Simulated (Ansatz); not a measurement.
The starting structures come from a database of crystals and need not be the phases stable at ambient conditions.

 Where the default PAW files enter, the runs use the earlier of Ansatz's two default sets.

By PBEsol, the system below comes out a metal.

Input:

```yaml
crystal:
  lattice:
    - [2.73098, 0.00000, 0.00000]
    - [-1.36549, 2.36510, 0.00000]
    - [0.00000, 0.00000, 4.29564]
  atoms:
    - { symbol: Rh, position: [0.66667, 0.33333, 0.75000] }
    - { symbol: Rh, position: [0.33333, 0.66667, 0.25000] }
```

Space group of this cell: P6_3/mmc, hcp (Mg type). The cell is strained (lengths along the current scaled by 0.97, ions clamped); by PBEsol its mean pressure is -6.0 GPa.

The current flows along the normal of the first two printed cell vectors, the (001) (indices of the unstrained crystal) plane of the conventional cell. No spin-orbit coupling; the value is a mean over 0.1 eV about the Fermi level.

Problem. Estimate the ballistic conductance per area that PBEsol (Ansatz, an electronic-structure program) returns for this system.

Solution. 2.2 × 10¹⁵ S/m² for both spins.
